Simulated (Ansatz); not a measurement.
**W: isotropic strain −1.50 %**

Consider W in the bcc (W type) structure (space group Im-3m, No. 229; a = 3.135 Å; relaxed with 0.1 eV smearing).

Now apply this change: every lattice vector is shortened by 1.50 %, atoms relaxed at fixed cell.

Method: LDA in Ansatz (plane waves to 420 eV, PAW, scalar-relativistic without spin-orbit coupling). Γ-centred 29×29×29 mesh, Fermi–Dirac width 0.1 eV.

- Volume per atom: 14.73 Å³ (base 15.41 Å³)
- Space group: Im-3m (No. 229) (base Im-3m (No. 229))
- Shortest interatomic distance: 5.054 bohr (base 5.131 bohr)
- Energy relative to the base (free energy F): +34 meV/atom
- Pressure: 16.7 GPa (base 0.0 GPa)
- Band gap: zero (base zero)

Whether these cells are dynamically stable was not tested. The final runs are not spin-polarised.

Ansatz is an electronic-structure program.
